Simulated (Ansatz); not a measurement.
The parent structure is PbSe in the rock salt structure (space group Fm-3m, No. 225; a = 6.178 Å).

Modification: a hydrostatic pressure of 4.5 GPa.

Computed with r2SCAN (Ansatz, a first-principles code, PAW, no spin-orbit coupling).

Base, band edges from the VBM (valence, conduction): X -3.20, 4.15; W -0.81, 2.20; L 0.00, 0.67; Γ -1.89, 4.99; K -2.34, 3.70; U -2.34, 3.70 eV.

**Question.** Give the band edges at the high-symmetry points of the new zone, measured from its valence-band maximum.

**Answer.** 
| point | valence edge (eV) | conduction edge (eV) |
|---|---|---|
| Γ | -2.34 | 5.08 |
| X | -3.79 | 3.74 |
| U | -2.73 | 3.64 |
| K | -2.73 | 3.64 |
| L | 0.00 | 0.40 |
| W | -1.04 | 2.06 |

The gap is 0.40 eV, direct at L.

Spin-orbit coupling, missing from the scalar runs, can matter with Pb. Load acts through the strain it causes; cell and atoms are relaxed under it. Stability against distortions was not tested.
